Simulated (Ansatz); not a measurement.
The structure below was relaxed with r2SCAN (Ansatz, an electronic-structure program; PAW; 500 eV plane waves; no spin-orbit coupling), earlier PAW set, at pressure 0.7 GPa.

```xyz
3
Lattice="-1.5993 1.5993 3.9062 1.5993 -1.5993 3.9062 1.5993 1.5993 -3.9062" Properties=species:S:1:pos:R:3 pbc="T T T"
Mo     0.0000     0.0000     0.0000
Si     0.0000     0.0000     2.6192
Si     0.0000     0.0000     5.1933
```

Problem. Find the space group and the Wyckoff positions.

Solution. Space group I4/mmm (No. 139); a = 3.1985 Å, b = 3.1985 Å, c = 7.8125 Å, α = 90.00°, β = 90.00°, γ = 90.00°

```json
[
 {"atom": "Mo", "site": "2a", "symmetry": "4/mmm", "x": "0.0000", "y": "0.0000", "z": "0.0000"},
 {"atom": "Si", "site": "4e", "symmetry": "4mm", "x": "0.0000", "y": "0.0000", "z": "0.3353"}
]
```

Problem. Describe the coordination.

Solution. The crystal has 6 atoms in its conventional cell. Conventional cell: a = b = 3.1985 Å, c = 7.8125 Å, α = β = γ = 90.00°. Mo sees 10 Si at 2.602–2.619 Å and 4 Mo at 3.199 Å. Si is coordinated by 5 Si at 2.574–2.625 Å and 5 Mo at 2.602–2.619 Å. (Neighbours: up to the widest gap in distance over summed covalent radii, below 1.35, at either atom; cation-cation and far metal-metal contacts left out.)

The mesh was chosen for an insulator and is coarse for the gapless case. Load acts through the strain it causes; cell and atoms are relaxed under it. Whether these cells are dynamically stable was not tested. All final runs are without spin polarisation. The cell was made from MoSi₂ (space group I4/mmm, No. 139) by this change: pressure 0.7 GPa.
